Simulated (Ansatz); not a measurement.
The starting structures come from a database of crystals and need not be the phases stable at ambient conditions.

Inside the gap of an insulator the Bloch states are evanescent, with a wavenumber k + iκ along the transport direction.

Given:

```xyz
9
Lattice="8.6987 0.0000 0.0000 0.0000 9.1320 0.0000 4.3494 4.5660 4.3494" Properties=species:S:1:pos:R:3 pbc="T T T"
Cs     4.3494     6.8490     0.0000
Cs     8.6987     6.8490     4.3494
Pd     0.0000     0.0000     0.0000
I      0.0000     6.0053     0.0000
I      0.0000     3.1267     0.0000
Br     6.9432     9.1320     1.7555
Br     6.1049     4.5660     2.5939
Br     2.5939     4.5660     2.5939
Br    10.4542     9.1320     1.7555
```

Space group of this cell: I4/mmm. The cell is taken as given; by PBEsol its mean pressure is -1.8 GPa.

Transport runs along the normal of the first two printed cell vectors, the (100) plane of the conventional cell.

The gap is the functional's own. No spin-orbit coupling. Mid-gap values are interpolated on the energy grid.

Task: Predict the band gap and the smallest decay constant κ at mid-gap from PBEsol in Ansatz (a first-principles code).

Result: Gap 0.63 eV on a 8×8×8 mesh; κ = 0.243 1/Å, at the zone centre.
